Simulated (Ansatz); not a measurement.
```
CELL_PARAMETERS angstrom
      4.29234     0.00000     0.00000
      0.00000     4.39260     0.00000
      0.00000     0.00000    19.02253
ATOMIC_POSITIONS crystal
  Sn 0.75000 0.91142 0.57213
  Sn 0.25000 0.41142 0.42787
  Se 0.25000 0.46318 0.57059
  Se 0.75000 0.96318 0.42941
```

All values below come from PBE, rigid bands (plane waves, PAW, scalar-relativistic; Ansatz, an electronic-structure program). Cell: cell and atoms relaxed with PBE.

**Question.** Predict the electron conductivity mass (n e² τ/σ) at 300 K, by direction if it differs.

**Answer.** 0.154 (x), 0.137 (y) mₑ.

**Question.** And the band gap?

**Answer.** 0.93 eV at this level; semilocal functionals usually fall short of the measured gap.

Rigid bands, one relaxation time for all states, no polarons. Spin-orbit coupling is left out; where it splits the top of the valence band it changes the hole mass and lowers the gap by about a third of the splitting.
